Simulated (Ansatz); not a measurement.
N on the 1x1 (111) surface of fcc Al, one in a 2x1 cell, energies for each (14.1 Å²). Energies are against ½ N2(g), without zero-point or thermal terms; each row is named by its start.

The numbers are results of PBE (plane waves to 420 eV, PAW; Ansatz, a quantum-chemistry and plane-wave program), not measurements.

Slab: 9 atoms, 7.0 Å thick at the start under the adsorbate (thin: gaps and levels are the slab's own); k 6x12x1, smearing 0.1 eV, dipole-corrected; 4 atoms held, the rest relaxed; each run with such symmetry as its start has; spin-polarised, no spin-orbit, no U, no dispersion correction.

A negative adsorption energy means that the adsorbate is more stable on the surface than in its reference. Starts that drift may end in the same place. Heights count from the host atoms within 0.3 Å of the top one.

```tsv
starting site	E_ads (eV)	height (Å)	nearest host atom (Å)	bonded to	Δ work function (eV)	lateral drift (Å)	moment (μB)
top Al	-1.14	0.38	Al 1.79	3 Al	0.71	1.6	0.0
hollow Al-Al-Al over Al at depth 2.3 Å	-1.13	0.16	Al 1.78	3 Al	0.02	0.1	0.0
hollow Al-Al-Al over Al at depth 4.6 Å	-1.14	0.37	Al 1.79	3 Al	0.71	0.0	0.0
bridge Al-Al (span 2.9 Å)	-1.14	0.37	Al 1.79	3 Al	0.70	0.9	0.0
```
